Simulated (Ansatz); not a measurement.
**Short convergence ladders for the (001) slab of CsLiBr2 (cut from a parent of space group no. 129; 8 atoms in the cell)**

```xyz
8
Lattice="5.2071 0.0000 0.0000 0.0000 5.2071 0.0000 0.0000 0.0000 20.6681" Properties=species:S:1:pos:R:3 pbc="T T T"
Cs     0.0000     2.6036    13.3283
Cs     2.6036     0.0000     7.3399
Li     2.6036     0.0000    11.1572
Li     0.0000     2.6036     9.5109
Br     0.0000     2.6036     7.0000
Br     2.6036     0.0000    13.6681
Br     0.0000     0.0000    10.3341
Br     2.6036     2.6036    10.3341
```

Base method: LDA (PW92), default PAW files made with PBE (plane waves; Ansatz, a first-principles code).

Base settings: basis.ecutwfc = 30.9 Ry; kpoints.mp_grid.grid = 5 5 1; hamiltonian.xc = lda; hamiltonian.pseudopotentials = {kind: paw} (the program's default PAW files); scf.occupations.method = fermi_dirac; scf.occupations.width = 0.0037 Ry.

The count of work is k-points × plane waves × bands × iterations; it is no time. 

**The vacuum**

The mesh stays at the base's, so the ladder's end is converged at best in this setting alone.

Only quantities that move along the ladder and can be compared are tabulated.

| vacuum between outermost atoms (Å) | free energy less the last step's (meV/atom) | largest difference of a force vector from the last step's (eV/Å) | gap on the mesh (eV) | count of work / last |
|---|---|---|---|---|
| 3.0 | -55.57 | 0.146 | 3.956 | 0.27 |
| 4.0 | -25.95 | 0.136 | 3.815 | 0.29 |
| 5.0 | -6.64 | 0.041 | 3.793 | 0.32 |
| 6.0 | -1.65 | 0.010 | 3.875 | 0.35 |
| 7.0 | -0.43 | 0.003 | 3.963 | 0.37 |
| 8.0 | -0.11 | 0.001 | 4.025 | 0.40 |
| 10.0 | 0.00 | 0.001 | 4.082 | 0.45 |
| 12.0 | -0.01 | 0.000 | 4.099 | 0.51 |
| 14.0 | 0.01 | 0.002 | 4.102 | 0.57 |
| 17.0 | 0.00 | 0.001 | 4.104 | 0.65 |
| 20.0 | 0.00 | 0.001 | 4.104 | 0.73 |
| 25.0 | 0.00 | 0.000 | 4.104 | 0.86 |
| 30.0 | 0.00 | 0.000 | 4.104 | 1.0 |

Smallest vacuum between outermost atoms (Å) that holds the gap on the mesh within 0.01 eV of the last step, with all finer ones: 12.0; the step before is off by 0.022 eV.

Smallest vacuum between outermost atoms (Å) that holds the forces within 0.005 eV/Å of the last step, with all finer ones: 7.0, at 0.37 of the last step's count of work; the step before is off by 0.010 eV/Å.

Smallest vacuum between outermost atoms (Å) that holds the free energy within 0.5 meV/atom of the last step, with all finer ones: 7.0, at 0.37 of the last step's count of work; the step before is off by 1.6 meV/atom.

**The plane-wave cutoff**

The mesh stays at the base's, so the ladder's end is converged at best in this setting alone.

Only quantities that move along the ladder and can be compared are tabulated.

```tsv
basis.ecutwfc	free energy less the last step's (meV/atom)	largest difference of a force vector from the last step's (eV/Å)	gap on the mesh (eV)	count of work / last
15.4 Ry	433.60	0.012	4.211	0.12
18.4 Ry	116.62	0.004	4.133	0.14
21.7 Ry	20.62	0.001	4.109	0.21
26.1 Ry	2.13	0.001	4.103	0.27
30.9 Ry	0.99	0.001	4.102	0.36
37.1 Ry	0.27	0.000	4.102	0.47
46.3 Ry	0.08	0.000	4.102	0.65
61.7 Ry	0.00	0.000	4.102	1.0
```

Coarsest basis.ecutwfc that holds the forces within 0.01 eV/Å of the last step, with all finer ones: 18.4 Ry, at 0.14 of the last step's count of work; the step before is off by 0.012 eV/Å.

Coarsest basis.ecutwfc that holds the free energy within 0.5 meV/atom of the last step, with all finer ones: 37.1 Ry; the step before is off by 0.99 meV/atom.

Coarsest basis.ecutwfc that holds the gap on the mesh within 0.01 eV of the last step, with all finer ones: 21.7 Ry, at 0.21 of the last step's count of work; the step before is off by 0.031 eV.

On the base run: the starting cell comes from a database of computed structures (which also holds hypothetical and non-ambient phases and stackings), without a prior relaxation at this level. The slab is cut from that crystal, and its faces are unrelaxed. Its lattice was rescaled by up to half a per cent. Spin polarisation is off, though cut faces can carry moments; a gap of a slab can lie between surface states.

Keys are those of Ansatz 0.2.
